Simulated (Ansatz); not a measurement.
Worked example: self-consistent single point of CaMg (Pmm2, 4 atoms in the cell) in Ansatz (a program for electronic structure).

Computed with LDA (PW92), harder PAW files (source: ansatz) made with PBE (plane waves; Ansatz).

```yaml
crystal:
  lattice:
    - [5.69089, 0.00000, 0.00000]
    - [0.00000, 3.90916, 0.00000]
    - [0.00000, 0.00000, 5.71262]
  atoms:
    - { symbol: Ca, position: [0.75000, 0.50000, 0.75418] }
    - { symbol: Ca, position: [0.25000, 0.50000, 0.25457] }
    - { symbol: Mg, position: [0.75000, 0.00000, 0.24229] }
    - { symbol: Mg, position: [0.25000, 0.00000, 0.75771] }
```

Reference input (self-consistent single point, DFT, LDA (PW92), plane waves, default PAW files made with PBE): basis.ecutwfc = 420 eV; kpoints.mp_grid.grid = 4 7 4; hamiltonian.xc = lda; hamiltonian.pseudopotentials = {kind: paw} (the program's default PAW files); scf.occupations.method = fermi_dirac; scf.occupations.width = 0.1 eV. This run's input differs from it in these lines:

Ansatz 0.2 input:
```diff
@@ -12,3 +12,3 @@
 basis:
-  ecutwfc: 420.0
+  ecutwfc: 620.0
 kpoints:
@@ -17,3 +17,3 @@
   xc: lda
-  pseudopotentials: { kind: paw }
+  pseudopotentials: { kind: paw, source: ansatz }
 scf:
```

The program printed (abridged):

```
SCF iter   1: F=—  HF=-7349.212201 eV  |F-HF|=—  |Δ(HF+E_count)|=         —  Δρ=2.04e-2  dr2=8.73e-1  ethr=3.10e-3  ⟨swp⟩=9.8  Hψ=10793  notcnv=0
all-band conjugate gradients solve this SCF's bands
automatic band count: the SCF goes on with 28 bands, as 24 were too few: the levels above may hold too much charge
preconditioner: auto → Kerker (q_TF=auto, 2.250 Å⁻¹)
SCF iter   2: F=—  HF=-7348.970537 eV  |F-HF|=—  |Δ(HF+E_count)|=   2.42e-1  Δρ=1.02e-2  dr2=3.22e-1  ethr=2.18e-3  ⟨swp⟩=2.4  Hψ=1569  notcnv=0
   [... lines left out ...]
SCF iter   5: F=—  HF=-7348.834768 eV  |F-HF|=—  |Δ(HF+E_count)|=   4.62e-4  Δρ=2.79e-4  dr2=6.97e-5  ethr=2.25e-6  ⟨swp⟩=2.1  Hψ=1660  notcnv=0
SCF iter   6: F=—  HF=-7348.834936 eV  |F-HF|=—  |Δ(HF+E_count)|=   1.68e-4  Δρ=4.31e-5  dr2=2.73e-6  ethr=1.74e-7  ⟨swp⟩=2.3  Hψ=1344  notcnv=0
SCF iter   7: F=—  HF=-7348.834935 eV  |F-HF|=—  |Δ(HF+E_count)|=   7.32e-7  Δρ=1.01e-5  dr2=1.11e-7  ethr=6.83e-9  ⟨swp⟩=2.1  Hψ=1487  notcnv=0
SCF iter   8: F=-7348.834935 eV  HF=-7348.834935 eV  |F-HF|=5.82e-10  |Δ(HF+E_count)|=   6.99e-9  Δρ=1.61e-6  dr2=3.42e-9  ethr=2.50e-10  ⟨swp⟩=6.2  Hψ=4274  notcnv=0
SCF 1 converged in 8 iterations: F = -7348.834935 eV  dr2 = 3.42e-9
Free energy (F): -7348.834935 eV
Internal energy: -7348.703709 eV  (E = F + TS)
E sigma→0 (E₀):  -7348.769322 eV
Entropy (-TS):   -0.131226 eV (-32.807 meV/atom)
Fermi energy:    4.950827 eV
--- Forces (eV/Å), atoms counted from 1 ---
  atom   1  Ca     0.00000000     0.00000000    -0.10403662
  atom   2  Ca     0.00000000     0.00000000     0.01255750
  atom   3  Mg     0.00000000     0.00000000     0.09369057
  atom   4  Mg     0.00000000     0.00000000    -0.00221468
--- Stress (GPa, compression-positive) ---
       -2.422750       0.000000       0.000000
        0.000000      -2.120211       0.000000
        0.000000       0.000000      -2.557487
  P = ⅓ Tr σ = -2.3668 GPa (-23.668 kbar)
  The stress holds the Pulay correction. Without it, at fixed plane waves, as pw.x and ABINIT print it: P = -2.3753 GPa
```

The run converged in 8 iterations. Against the reference run the pressure stays at -2.37 GPa and the largest force stays at 0.104 eV/Å.

The starting cell comes from a database of computed structures (which also holds hypothetical and non-ambient phases and stackings), without a prior relaxation at this level. Its lattice was rescaled by up to half a per cent. One atom was moved a little off its site on purpose. Ansatz's pressure includes its estimate of the finite-basis (Pulay) stress.
